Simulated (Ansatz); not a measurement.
Data:

```yaml
crystal:
  lattice:
    - [2.86313, 0.00000, 0.00000]
    - [1.43157, 2.47954, 0.00000]
    - [1.43157, -0.82651, 2.38337]
  atoms:
    - { symbol: Au, position: [0.00000, 0.00000, 0.00000] }
```

No spin polarisation.

Level of theory: plane-wave PAW DFT at the PBEsol level (Ansatz, an electronic-structure program, 420 eV), spin-orbit coupling left out. Settings: 28×28×28 k-points, 0.1 eV Fermi–Dirac smearing.

Predict the in-plane stress and space group.

The mean in-plane stress (compression positive) is +1.6 GPa and the space group is R-3m (No. 166).

The cells carry an imposed strain or load. Stability against distortions was not tested. The cell was made from Au in the fcc (Cu type) structure (space group Fm-3m, No. 225) by this change: biaxial strain −0.83 %, plane normal [111], relaxed out of plane.
